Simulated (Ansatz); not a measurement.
Defect: C vacancy in 2H silicon carbide, charge state +2. The step: one C atom jumps into the vacancy from a nearby C site; the atom moves 3.07 Å along (0.00, 0.99, 0.00) of the unit cell; the moving atom starts with neighbours Si at 1.87, Si at 1.89, 2 Si at 1.92 Å and ends with Si at 1.87, Si at 1.89, 2 Si at 1.92 Å. A PBE band in Ansatz (plane-wave PAW, the Γ point alone, 72 host sites, 22 SCF runs with any check of the saddle's order, static, no finite-size correction) gives a forward barrier of 4.66 eV. The saddle point's order was not checked, and it lies on a symmetry element of the cell, where a band can be held. The host's phase is taken as given; its stability against other phases was not computed. The charge state is imposed; whether it is stable for some Fermi level was not computed. Forms of the defect that were not tried may lie lower.

Single points at the band's start and saddle point can refine it. Rough cost of one point, in units of the band's mean SCF on the same machine:

```json
[
 {"Level": "PBE, a 2×2×2 k-point mesh shifted by half a step along c", "Cost of one point": "about 6"},
 {"Level": "r2SCAN at 500 eV, the Γ point alone", "Cost of one point": "about 4"}
]
```

Question: Which of these move the barrier by more than 0.1 eV, and how far does each move it?

Answer: PBE, a 2×2×2 k-point mesh shifted by half a step along c: +0.33 eV; r2SCAN at 500 eV, the Γ point alone: +0.48 eV. Each functional is compared with PBE at the same k-points.

Ansatz is a program for electronic structure.
